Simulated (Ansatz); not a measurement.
# Ir: pressure 22.5 GPa

Base system: Ir in the fcc (Cu type) structure (space group Fm-3m, No. 225; a = 3.871 Å).

It is then changed as follows: cell and atoms relaxed at a pressure of 22.5 GPa.

Computed with PBE/PAW in Ansatz (an electronic-structure program), scalar-relativistic without spin-orbit coupling, earlier PAW set. k-mesh 21×21×21 (Γ-centred); smearing 0.05 eV (Fermi–Dirac).

The density rises by 1.27 g/cm³, from 22.02 g/cm³ to 23.29 g/cm³ and the lattice parameter a falls by 0.135 bohr (7.314 bohr → 7.179 bohr). The shortest interatomic distance shrinks by 0.096 bohr to 5.076 bohr and the band gap is still zero.

Final structure:

```
Ir
1.0
    0.00000     1.89943     1.89943
    1.89943     0.00000     1.89943
    1.89943     1.89943     0.00000
Ir
1
Direct
  0.00000   0.00000   0.00000
```

Load acts through the strain it causes; cell and atoms are relaxed under it. Whether these cells are dynamically stable was not tested. No other phases were tried under pressure. All final runs are without spin polarisation.
